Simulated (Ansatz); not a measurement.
The parent structure is SiC in the zinc blende structure (space group F-43m, No. 216; a = 4.380 Å).

Level of theory: PBE (Ansatz, a first-principles code), no spin-orbit coupling.

Base values:

* **Gap character**: indirect, Γ → X
* **Smallest direct gap**: 4.53 eV
* **Band gap**: 1.37 eV

Modification: every lattice vector is shortened by 2.00 %; the atoms relax in the strained cell.

Q: Estimate the effect on the gap character, smallest direct gap and band gap.

A: The gap character remains indirect, Γ → X; the smallest direct gap rises by 0.06 eV to 4.59 eV; the band gap drops by 0.057 eV (1.37 eV → 1.32 eV).

Whether these cells are dynamically stable was not tested.
